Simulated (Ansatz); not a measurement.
We consider L1₂ (Cu3Au-type) Ni3Fe, described by PBE-D4 (PAW; Ansatz, an electronic-structure program).

Run with plane-wave cutoff 500 eV, 16×16×16 k mesh, Fermi–Dirac smearing 0.1 eV, spin-polarised with parallel moments, scalar-relativistic PAW data made under PBE.

Cell (relaxed at this level):

```xyz
4
Lattice="3.5109 0.0000 0.0000 0.0000 3.5109 0.0000 0.0000 0.0000 3.5109" Properties=species:S:1:pos:R:3 pbc="T T T"
Fe     0.0000     0.0000     0.0000
Ni     0.0000     1.7554     1.7554
Ni     1.7554     0.0000     1.7554
Ni     1.7554     1.7554     0.0000
```

Predict the magnetic moment (largest site, within a sphere).


- magnetic moment (largest site, within a sphere) = 2.86 μB

Moments are spin moments.

It cost about 5 core-minutes (a rough figure) of CPU time.
